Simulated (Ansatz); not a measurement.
The reference is a 16-atom supercell of AlN in the zinc blende structure (space group F-43m, No. 216; a = 4.3698 Å) at its relaxed geometry.

Level of theory: r2SCAN/PAW in Ansatz (a program for electronic structure), scalar-relativistic without spin-orbit coupling.

Base values:

| Quantity | Result |
|---|---|
| Mean distance from the defect site to its nearest host atoms | 1.89 Å |
| Pressure | 0.0 GPa |

One thing is altered: a neutral Tm on a Al site, atoms relaxed at fixed cell, starting from a slightly rattled geometry.

**Question.** How does this affect the largest displacement of a host atom from its site in the perfect cell, mean distance from the defect site to its nearest host atoms and pressure?

**Answer.** The largest displacement of a host atom from its site in the perfect cell is 0.17 Å; the mean distance from the defect site to its nearest host atoms increases by 0.163 Å (1.89 Å → 2.06 Å); the pressure goes from zero to 16.1 GPa.

Other magnetic orders, which the real material may have, were not ruled out. Open 4f shells without U are poorly described, and the f state was not checked. In so small a cell the defect repeats every few ångströms: this is an ordered compound, not a dilute defect. The defect cell is spin-polarised and ends with 2.0 μB. This is not the structure that AlN has at room temperature and ambient pressure.
